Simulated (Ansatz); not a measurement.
## Pressure series in LaGaO3

The reference is LaGaO$_{3}$ (space group R-3c, No. 167; a = 5.523 Å, c = 13.273 Å (hexagonal axes)).

Cell and atoms are relaxed at each pressure.

All numbers come from Ansatz (an electronic-structure program), PBEsol, PAW, cutoff 420 eV, no spin-orbit coupling.

Candidates:
(a) pressure −1 GPa
(b) pressure 5 GPa
(c) pressure 1.5 GPa
(d) pressure 7.5 GPa
(e) pressure 0.3 GPa

For the base:

| Property | Result |
|---|---|
| Band gap | 3.70 eV |

Order them by band gap, lowest first.

(a) pressure −1 GPa (3.64 eV), (e) pressure 0.3 GPa (3.72 eV), (c) pressure 1.5 GPa (3.79 eV), (b) pressure 5 GPa (3.98 eV), (d) pressure 7.5 GPa (4.12 eV)

Load acts through the strain it causes; cell and atoms are relaxed under it. No phonon test of stability was made. Competing high-pressure phases were not computed.
